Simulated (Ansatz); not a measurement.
Consider Ru in the hcp (Mg type) structure (space group P6_3/mmc, No. 194; a = 2.722 Å, c = 4.294 Å; relaxed with 0.1 eV smearing).

Computed with PBE (Ansatz, an electronic-structure program), no SOC, earlier PAW set.

For the base:

| Quantity | Result |
|---|---|
| Pressure | 0.0 GPa |

The change: every lattice vector is stretched by 5.56 %; the atoms relax in the strained cell.

Problem. How does this affect the energy relative to the base?

Solution. The energy increases by 0.301 eV/atom.

Problem. Predict the new pressure.

Solution. The pressure (mean of the normal stresses, compression positive) goes from zero to -33.8 GPa.

No phonon test of stability was made. All final runs are without spin polarisation.
